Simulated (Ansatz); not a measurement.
# Cu: pressure series

Base system: Cu in the fcc (Cu type) structure (space group Fm-3m, No. 225).

```yaml
crystal:
  lattice:
    - [0.00000, 1.81485, 1.81485]
    - [1.81485, 0.00000, 1.81485]
    - [1.81485, 1.81485, 0.00000]
  atoms:
    - { symbol: Cu, position: [0.00000, 0.00000, 0.00000] }
```

Cell and atoms are relaxed at each pressure.

All numbers come from PBE, PAW, 420 eV (Ansatz, a program for electronic structure; no spin-orbit coupling).

Two rows of this table had their results exchanged by mistake.

| pressure | volume per atom (Å³) | shortest distance (Å) | band gap |
|---|---|---|---|
| pressure −2 GPa | 12.13 | 2.579 | zero |
| pressure −1 GPa | 12.04 | 2.573 | zero |
| pressure 0.9 GPa | 11.88 | 2.561 | zero |
| pressure 2.1 GPa | 11.78 | 2.554 | zero |
| pressure 4.5 GPa | 11.61 | 2.541 | zero |
| pressure 9 GPa | 11.31 | 2.520 | zero |
| pressure 15 GPa | 10.32 | 2.444 | zero |
| pressure 22.5 GPa | 10.62 | 2.467 | zero |
| pressure 30 GPa | 10.97 | 2.494 | zero |

Problem. Which two?

Solution. The rows for pressure 15 GPa and pressure 30 GPa: the volume has to fall steadily with pressure, so 10.97 Å³ belongs to pressure 15 GPa and 10.32 Å³ to pressure 30 GPa.

Load acts through the strain it causes; cell and atoms are relaxed under it. Stability against distortions was not tested. Competing high-pressure phases were not computed. The final runs are not spin-polarised.
